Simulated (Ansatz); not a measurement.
Start from SiO$_{2}$ in the rutile structure (space group P4_2/mnm, No. 136).

```yaml
crystal:
  lattice:
    - [4.18519, 0.00000, 0.00000]
    - [0.00000, 4.18519, 0.00000]
    - [0.00000, 0.00000, 2.66884]
  atoms:
    - { symbol: Si, position: [0.00000, 0.00000, 0.00000] }
    - { symbol: Si, position: [0.50000, 0.50000, 0.50000] }
    - { symbol: O, position: [0.30610, 0.30610, 0.00000] }
    - { symbol: O, position: [0.80610, 0.19390, 0.50000] }
    - { symbol: O, position: [0.19390, 0.80610, 0.50000] }
    - { symbol: O, position: [0.69390, 0.69390, 0.00000] }
```

All numbers come from Kohn–Sham DFT with the r2SCAN functional, run in Ansatz (a program for electronic structure) with PAW and 500 eV plane waves, spin-orbit coupling left out.

It is then changed as follows: full substitution Si → Sn, then cell and atoms are relaxed.

Measured lattice parameter a: SiO2 4.179 Å (room temperature; as listed in Zenji Hiroi, Progress in Solid State Chemistry (2015)); SnO2 4.73735 Å (room temperature; as listed in Zenji Hiroi, Progress in Solid State Chemistry (2015)).

Task: How well does r2SCAN reproduce the measured shift?

Result: With r2SCAN the lattice parameter a moves by +0.575 Å (4.185 → 4.760) against +0.558 Å measured.

No phonon test of stability was made.
